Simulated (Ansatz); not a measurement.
**Carrier properties of C (Imma)**

Here is the system:

```
CELL_PARAMETERS angstrom
     -0.01837     1.79081     1.81217
      1.79081    -0.01837     1.81217
      1.77245     1.77245     0.00000
ATOMIC_POSITIONS crystal
  C  0.99986 0.99986 0.00014
  C  0.25014 0.25014 0.24986
```

Level of theory: r2SCAN, rigid bands (plane waves, PAW, scalar-relativistic; Ansatz, a first-principles code). Condition of this run: biaxial stress in (110) of -22 GPa (compression positive) (the target of the relaxation). Geometry: cell and atoms relaxed with PBEsol, then loaded as said.

```json
{
 "band_gap": "4.11 eV",
 "electron conductivity mass (300 K, dilute)": "0.47 (x), 0.47 (y), 0.28 (z) mₑ",
 "hole conductivity mass (300 K, dilute)": "0.44 (x), 0.44 (y), 0.34 (z) mₑ",
 "effective density of states N_c (300 K)": "3.5e19 cm⁻³",
 "effective density of states N_v (300 K)": "1.1e19 cm⁻³",
 "density_of_states_mass_electrons": "1.26 mₑ",
 "density_of_states_mass_holes": "0.58 mₑ",
 "Seebeck coefficient, n-type 1e19 cm⁻³, 300 K": "-324 μV/K",
 "best n-type power factor at 300 K for τ = 10 fs (best axis; densities from 1e16 to 1e21 cm⁻³ tried, whether or not they can be reached)": "20 μW/(cm·K²) at 1e20 cm⁻³",
 "Seebeck coefficient, p-type 1e19 cm⁻³, 300 K": "266 μV/K",
 "best p-type power factor at 300 K for τ = 10 fs (best axis; densities from 1e16 to 1e21 cm⁻³ tried, whether or not they can be reached)": "8.7 μW/(cm·K²) at 3e20 cm⁻³"
}
```

Rigid bands; masses and Seebeck coefficients take one relaxation time τ for all states and one kind of carrier; polarons and phonon drag are left out. Spin-orbit coupling is left out. Geometry: cell and atoms relaxed with PBEsol.
